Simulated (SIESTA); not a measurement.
Worked example: self-consistent single point of Zn2GeS3 (P3m1, 6 atoms in the cell) in SIESTA.

Computed with SIESTA with GGA PBEsol with spin-orbit coupling, numerical atomic orbitals DZP, PseudoDojo PBEsol fully relativistic norm-conserving potentials (rewritten from UPF to PSML).

```yaml
crystal:
  lattice:
    - [3.85802, 0.00000, 0.00000]
    - [-1.92901, 3.34114, 0.00000]
    - [0.00000, 0.00000, 10.53289]
  atoms:
    - { symbol: Zn, position: [0.66667, 0.33333, 0.35154] }
    - { symbol: Zn, position: [0.33333, 0.66667, 0.64820] }
    - { symbol: Ge, position: [0.00000, 0.00000, 0.99998] }
    - { symbol: S, position: [0.00000, 0.00000, 0.28468] }
    - { symbol: S, position: [0.66667, 0.33333, 0.58446] }
    - { symbol: S, position: [0.33333, 0.66667, 0.88114] }
```

Reference input (self-consistent single point, DFT, GGA PBEsol, numerical atomic orbitals DZP, PseudoDojo PBEsol standard norm-conserving potentials (rewritten from UPF to PSML)): XC.functional = GGA; XC.authors = PBEsol; potentials = PseudoDojo PBEsol standard; PAO.BasisSize = DZP; PAO.EnergyShift = 0.01 Ry; MeshCutoff = 300 Ry; kgrid.MonkhorstPack = 9 9 3; OccupationFunction = FD; ElectronicTemperature = 10 K; MaxSCFIterations = 150; SCF.Mixer.Method = Pulay; SCF.Mixer.Weight = 0.25. This run's input differs from it in these lines:

```diff
@@ -1,2 +1,2 @@
-# files in the folder: Zn.psml Ge.psml S.psml (PseudoDojo PBEsol standard)
+# files in the folder: Zn.psml Ge.psml S.psml (PseudoDojo PBEsol fully relativistic)
 SystemName  Zn2GeS3
@@ -39,2 +39,11 @@
 ElectronicTemperature        10 K
+Spin                         spin-orbit
+%block DM.InitSpin
+  1 0.00 0.00 0.00
+  2 0.00 0.00 0.00
+  3 0.00 0.00 0.00
+  4 0.00 0.00 0.00
+  5 0.00 0.00 0.00
+  6 0.00 0.00 0.00
+%endblock DM.InitSpin
```

The program printed (abridged):

```
        iscf     Eharris(eV)        E_KS(eV)     FreeEng(eV)     dDmax    Ef(eV) dHmax(eV)
   scf:    1   -14153.314839   -14510.081558   -14510.081588  0.506230 -0.686084 76.489788
     spin moment: {S} , |S| = {    0.00000   -0.00000    0.00000 }     0.00000
   scf:    2   -13752.569737   -14436.118294   -14436.118329  2.218110 -1.868920 68.310928
     spin moment: {S} , |S| = {   -0.00000    0.00000   -0.00000 }     0.00000
   scf:    3   -14719.313290   -14688.960871   -14688.960871  2.128441 -3.455755  5.136446
     spin moment: {S} , |S| = {    0.00000   -0.00000    0.00000 }     0.00000
   [... lines left out ...]
     spin moment: {S} , |S| = {   -0.00000    0.00000    0.00000 }     0.00000
   scf:   11   -14690.725446   -14690.725450   -14690.725450  0.000126 -3.272214  0.001572
     spin moment: {S} , |S| = {    0.00000    0.00000   -0.00000 }     0.00000
   scf:   12   -14690.725450   -14690.725450   -14690.725450  0.000055 -3.272504  0.001010
     spin moment: {S} , |S| = {    0.00000    0.00000   -0.00000 }     0.00000
   scf:   13   -14690.725450   -14690.725450   -14690.725450  0.000066 -3.272781  0.000287
     spin moment: {S} , |S| = {    0.00000    0.00000   -0.00000 }     0.00000
SCF Convergence by DM+H criterion
max |DM_out - DM_in|         :     0.0000662948
max |H_out - H_in|      (eV) :     0.0002865386
SCF cycle converged after 13 iterations

Using DM_out to compute the final energy and forces

siesta: E_KS(eV) =           -14690.7254

siesta: E_KS - E_eggbox =    -14690.7254

siesta: Atomic forces (eV/Ang):
     1    0.000467   -0.000269    0.287826
     2    0.000549   -0.000318   -0.003653
     3    0.000127   -0.000074    0.368710
     4   -0.000470    0.000272   -0.049219
     5   -0.000553    0.000320   -0.170734
     6   -0.000127    0.000073   -0.426307
   Tot   -0.000007    0.000004    0.006623
   Max    0.426307
   Res    0.154940    sqrt( Sum f_i^2 / 3N )
   Max    0.426307    constrained

   [... lines left out ...]
siesta: FreeEng =    -14690.725450
siesta: Cell volume =        135.771022 Ang**3
siesta:         -34.25665318        -33.17447993  kBar
   [... lines left out ...]
     3     0.006502   13.993498    0.000000    0.000000   -0.000000    0.000000  Ge
     4    -0.331132    6.331132    0.000000   -0.000000   -0.000000   -0.000000  S
     5    -0.388741    6.388741    0.000000    0.000000   -0.000000    0.000000  S
     6    -0.082607    6.082607    0.000000    0.000000    0.000000    0.000000  S
 Total    -0.000000                0.000000    0.000000    0.000000   -0.000000
```

The run converged in 13 iterations. Against the reference run the pressure hardly changes (-3.45 to -3.43 GPa), the largest force moves little (0.427 to 0.426 eV/Å) and the gap on the mesh goes from 1.137 to 1.126 eV. The full log also holds: “initDM: WARNING: atom 1 has a closed-shell and cannot be polarized”. The full log also holds: “initDM: WARNING: atom 2 has a closed-shell and cannot be polarized”.

The starting cell comes from a database of computed structures (which also holds hypothetical and non-ambient phases and stackings), without a prior relaxation at this level. Values carry the incompleteness of an atom-centred basis. With a pressure of about -3 GPa the cell is away from its equilibrium volume at this level.

Cost on one core of a shared machine: roughly 80 s.
